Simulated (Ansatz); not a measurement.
**C, element substitutions**

Base system: C in the diamond structure (space group Fd-3m, No. 227; a = 3.560 Å).

Each row replaces one element on all its sites; cell and atoms are relaxed.

Computed with r2SCAN, PAW, 500 eV (Ansatz, a quantum-chemistry and plane-wave program; no spin-orbit coupling).

### Question
Only one of these keeps a band gap. Which?
(A) C → Sn
(B) C → H
(C) C → Ge

### Answer
C, C → Ge. Computed: C → H: zero; C → Sn: zero; C → Ge: 0.36 eV

Whether these cells are dynamically stable was not tested. As relaxed here, H is a hypothetical phase, not in the database extracts checked.
